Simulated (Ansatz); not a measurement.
## Fluorite AuAl₂

The numbers are results of PBE (Ansatz, a program for electronic structure, plane waves, PAW), not measurements.

Numerical settings: plane-wave cutoff 500 eV, 16×16×16 k mesh, Fermi–Dirac smearing 0.1 eV, scalar-relativistic PAW data made under PBE.

Cell (relaxed at this level):

Al2Au has the cubic space group Fm-3m (No. 225), Pearson symbol cF12. Cell: a = 6.061 Å, b = 6.061 Å, c = 6.061 Å, α = 90.00°, β = 90.00°, γ = 90.00°. Al on 8c is surrounded by 4 Au at 2.625 Å and 6 Al at 3.031 Å. Au on 4a is surrounded by 8 Al at 2.625 Å (cubic). (Neighbours: up to the widest gap in distance over summed covalent radii, below 1.35, at either atom.)
(The calculation used a cell of 3 atoms; values per cell refer to that cell.)

| Quantity | Value |
|---|---|
| equilibrium volume per atom | 18.56 Å³/atom |
| equilibrium lattice constant a | 6.061 Å |

Spin–orbit coupling is not included; it can shift volumes and moduli of such heavy elements.
